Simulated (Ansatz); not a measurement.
# Ansatz run on a (100) slab of ZnSb2 (cut from a parent of space group no. 118; 6 atoms in the cell): self-consistent single point

Method: PBEsol, default PAW files made with PBE (plane waves; Ansatz, a quantum-chemistry and plane-wave program).

This input was run:

Ansatz 0.2 input:
```yaml
crystal:
  lattice:
    - [6.79981000, 0.00000000, 0.00000000]
    - [0.00000000, 3.21038700, 0.00000000]
    - [0.00000000, 0.00000000, 19.40059000]
  atoms:
    - { symbol: Zn, position: [0.50000000, 0.50000000, 0.41237900] }
    - { symbol: Zn, position: [0.00000000, 0.00000000, 0.58762600] }
    - { symbol: Sb, position: [0.35289000, 0.25000000, 0.53606600] }
    - { symbol: Sb, position: [0.14711000, 0.75000000, 0.36081400] }
    - { symbol: Sb, position: [0.64711000, 0.25000000, 0.63918600] }
    - { symbol: Sb, position: [0.85289000, 0.75000000, 0.46393900] }
basis:
  ecutwfc: 30.9 Ry
kpoints:
  mp_grid: { grid: [3, 6, 1] }
hamiltonian:
  xc: pbesol
  pseudopotentials: { kind: paw }
scf:
  occupations: { method: gaussian, width: 0.0073 Ry }
output:
  forces: true
  eigenvalues: true
  stress: true
```

Log, with long lists cut:

```
WARN the atoms were moved onto the symmetric positions of the space group found under crystal.symmetry.tolerance 1.0e-5 (fractional …
WARN ansatz: RAYON_NUM_THREADS=1 ignored (pool sized by the plan → 1); use --threads N
Pseudopotentials: kind: paw
Pseudopotential: Zn, paw, valence charge 12
Pseudopotential: Sb, paw, valence charge 15
Crystal: 6 atoms, lattice volume = 423.515 Å³
Basis set: ecut = 420.4159175005146 eV, 8329 PW (Γ), exchange–correlation on 96×48×270 points (8 copies of the dense FFT grid, shifted against one another)
Bands: 51, of which v1, the nominal top of the filled ones, is band 42 counted from 1 (41 counted from 0)
Symmetry: 2 space group operations
Space group: Pc (ITA 7), of the structure as read, at distance tolerance 7.5e-5 Å
k-points: 10 of 18 (time reversal used)
PAW frozen core: Zn, regenerated for the run's functional, and the local potential with it
PAW frozen core: Sb, regenerated for the run's functional, and the local potential with it
Initial density: superposition of atomic densities (neutral atoms: chi_scale 0, normalization atom), corrected by the library's trained network
Initial wavefunctions: pseudopotential atomic-orbital guess
Eigensolver: davidson
Functional: x = pbesol(κ = 0.804, μ = 0.12345679012345678), c = pbesol(β = 0.046)
SCF iter   1: F=—  HF=-32192.138687 eV  |F-HF|=—  |Δ(HF+E_count)|=         —  Δρ=2.22e-3  dr2=2.46e-2  ethr=1.77e-3  ⟨swp⟩=11.5  Hψ=2502  notcnv=0  defer=4
all-band conjugate gradients solve this SCF's bands
preconditioner: auto → LDOS
SCF iter   2: F=—  HF=-32192.139212 eV  |F-HF|=—  |Δ(HF+E_count)|=   5.25e-4  Δρ=1.91e-3  dr2=1.43e-2  ethr=2.93e-5  ⟨swp⟩=2.0  Hψ=1055  notcnv=0  defer=25
SCF iter   3: F=—  HF=-32192.135059 eV  |F-HF|=—  |Δ(HF+E_count)|=   4.15e-3  Δρ=1.19e-3  dr2=3.55e-3  ethr=1.71e-5  ⟨swp⟩=2.8  Hψ=922  notcnv=0  defer=25
SCF iter   4: F=—  HF=-32192.133616 eV  |F-HF|=—  |Δ(HF+E_count)|=   1.44e-3  Δρ=2.19e-4  dr2=4.31e-4  ethr=4.23e-6  ⟨swp⟩=2.0  Hψ=674  notcnv=0  defer=25
SCF iter   5: F=—  HF=-32192.133544 eV  |F-HF|=—  |Δ(HF+E_count)|=   7.23e-5  Δρ=7.57e-5  dr2=5.48e-5  ethr=5.13e-7  ⟨swp⟩=2.0  Hψ=944  notcnv=0  defer=22
SCF iter   6: F=—  HF=-32192.133552 eV  |F-HF|=—  |Δ(HF+E_count)|=   8.27e-6  Δρ=2.16e-5  dr2=2.88e-6  ethr=6.52e-8  ⟨swp⟩=2.4  Hψ=874  notcnv=0  defer=22
SCF iter   7: F=—  HF=-32192.133553 eV  |F-HF|=—  |Δ(HF+E_count)|=   1.47e-6  Δρ=6.47e-6  dr2=3.39e-7  ethr=3.43e-9  ⟨swp⟩=2.2  Hψ=738  notcnv=0  defer=22
SCF iter   8: F=-32192.133554 eV  HF=-32192.133554 eV  |F-HF|=1.51e-8  |Δ(HF+E_count)|=   2.10e-7  Δρ=1.96e-6  dr2=3.16e-8  ethr=1.19e-10  ⟨swp⟩=15.5  Hψ=2458  notcnv=0
SCF 1 converged in 8 iterations: F = -32192.133554 eV  dr2 = 3.16e-8
SCF converged after 8 iterations
Free energy (F): -32192.133554 eV
Harris-Foulkes:  -32192.133554 eV  (|F-HF|=1.51e-8)
Internal energy: -32192.110684 eV  (E = F + TS)
E sigma→0 (E₀):  -32192.122119 eV
Entropy (-TS):   -0.022870 eV (-3.812 meV/atom)
Fermi energy:    0.582233 eV
--- Per-component energies (eV) ---
  E_band       = -1354.605892
  E_kinetic    = 1087.993905
  E_local      = -50591.133967  (includes V_loc(G=0)·N_el)
  E_nonlocal   = 2683.696423
  E_hartree    = 24357.822945
  E_xc         = -817.869430
  E_vxc        = -486.667508  (∫ρ·V_xc dr)
  E_paw        = -21577.568459  (= ΣΔE_a)
  E_vpaw       = -2764.110812  (= ΣTr[D̂ρ^β])
  E_aug_tail   = -0.000740  (compensation charges beyond the density's cutoff)
  E_ewald      = 12662.026501
  E_core_change = 2.922138  (= ΣΔE_core)
  E_smearing   = -0.022870  (= −TS)
  E_closure    = -0.000000  (closes the sum)
  Σ components = -32192.133554   (vs F -32192.133554, Δ=0.00e0)
--- Forces (eV/Å), atoms counted from 1 ---
  atom   1  Zn    -0.31386136     0.30705054     0.10501645
  atom   2  Zn    -0.31386136     0.30705054    -0.10501645
  atom   3  Sb    -0.18469725    -0.18793096     0.21134248
  atom   4  Sb     0.49855588    -0.11911806    -0.56857539
  atom   5  Sb     0.49855588    -0.11911806     0.56857539
  atom   6  Sb    -0.18469725    -0.18793096    -0.21134248
  max |Σ_I F_I| component: 5.46e-6 eV/Å
--- Stress (GPa, compression-positive) ---
       -1.194245       0.049913       0.000000
        0.049913      -2.675174      -0.000000
        0.000000      -0.000000       1.138402
  P = ⅓ Tr σ = -0.9103 GPa (-9.103 kbar)
  The stress holds the Pulay correction. Without it, at fixed plane waves, as pw.x and ABINIT print it: P = -0.9266 GPa
--- Band table (eV; the first three rows and the last of 10) ---
  k-point 0: bands = ["-28.4608", "-28.4599", "-28.3693", "-28.3665", "-28.3386", "-28.3366", "-28.3253", "-28.3234", "-28.3189", "-28.3166", "-28.1042", "-28.1040", "-28.0412", "-28.0410", "-27.9959", "-27.9954", "-27.9886", "-27.9882", "-27.9820", [...]
  k-point 1: bands = ["-28.4357", "-28.4349", "-28.3781", "-28.3756", "-28.3357", "-28.3353", "-28.3305", "-28.3299", "-28.3179", "-28.3159", "-28.0771", "-28.0770", "-28.0497", "-28.0496", "-27.9992", "-27.9990", "-27.9922", "-27.9921", "-27.9804", [...]
  k-point 2: bands = ["-28.3959", "-28.3946", "-28.3921", "-28.3915", "-28.3517", "-28.3508", "-28.3178", "-28.3170", "-28.3127", "-28.3124", "-28.0667", "-28.0666", "-28.0266", "-28.0264", "-28.0151", "-28.0150", "-27.9917", "-27.9915", "-27.9714", [...]
  k-point 9: bands = ["-28.4354", "-28.4352", "-28.3773", "-28.3763", "-28.3358", "-28.3350", "-28.3309", "-28.3305", "-28.3170", "-28.3161", "-28.0771", "-28.0770", "-28.0497", "-28.0496", "-27.9992", "-27.9990", "-27.9922", "-27.9921", "-27.9802", [...]
```

The run converged in 8 iterations.

The starting cell comes from a database of computed structures (which also holds hypothetical and non-ambient phases and stackings), without a prior relaxation at this level. The slab is cut from that crystal, and its faces are unrelaxed. Its lattice was rescaled by up to half a per cent. Spin-orbit coupling is off.
